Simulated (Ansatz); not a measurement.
The reference is Cs2AgBiBr6 (space group Fm-3m, No. 225; a = 10.996 Å). Axes: x, y, z lie along the cube axes.

Method: Ansatz (a quantum-chemistry and plane-wave program), LDA, PAW, cutoff 420 eV, no SOC.

Before the change:

- Band gap = 0.94 eV

The change: compressive biaxial strain of 2.50 % in the plane normal to [111], as in epitaxy on a mismatched substrate; the out-of-plane cell vector and the atoms relax.

**Question.** Predict the new band gap.

**Answer.** The band gap shrinks by 0.06 eV to 0.88 eV.

With Bi present, leaving out spin-orbit coupling can change the band edges. Stability against distortions was not tested.
